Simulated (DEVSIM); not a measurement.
Structure: abrupt GaAs p-n junction, at 300 K.

| layer (left to right) | material | thickness (μm) | Nd (cm⁻³) | Na (cm⁻³) | τn (s) | τp (s) |
|---|---|---|---|---|---|---|
| 1 | GaAs | 0.140 | - | 8.8e17 | 2.1e-9 | 2.1e-9 |
| 2 | GaAs | 8.40 | 3.4e14 | - | 2.1e-9 | 2.1e-9 |

Left contact: ohmic. Right contact: ohmic. Voltage is applied to the left contact. Recombination: SRH at mid-gap, Auger. Mobility is μmin + (μ − μmin)/(1 + (N/Nref)^α).

Constants are typed, rounded textbook-type inputs, not results; the design itself was drawn at random and stands for no fabricated device. Values at 300 K.

| parameter | GaAs |
|---|---|
| gap (eV) | 1.424 |
| affinity (eV) | 4.07 |
| permittivity | 12.9 |
| Nc (cm⁻³) | 4.7e17 |
| Nv (cm⁻³) | 9e18 |
| μn (cm²/Vs) | 8500 |
| μp (cm²/Vs) | 400 |
| μn,min | 500 |
| μp,min | 20 |
| Nref,n | 6e16 |
| Nref,p | 1.5e17 |
| αn | 0.39 |
| αp | 0.38 |
| Cn (cm⁶/s) | 1e-30 |
| Cp (cm⁶/s) | 1e-30 |

Simulated with DEVSIM: 1D drift-diffusion, Boltzmann statistics, complete ionisation; no tunnelling, impact ionisation, image-force lowering or self-heating.

The doping Nd of layer 2 was swept, all else fixed.

```tsv
doping Nd of layer 2 (cm^-3)	potential step across the device at zero bias (V)	largest field in the device at zero bias (V/cm)	dark forward voltage at 1 A/cm² (V)
1e13	1.086	48000	0.923
3.4e13	1.117	48000	0.919
1e14	1.145	49000	0.924
3.4e14	1.177	49000	0.940
1e15	1.205	50000	0.962
3.4e15	1.236	56000	0.988
1e16	1.264	69000	1.008
```

From the first row to the last the potential step across the device at zero bias goes from 1.086 to 1.264. From the first row to the last the largest field in the device at zero bias goes from 48000 to 69000.
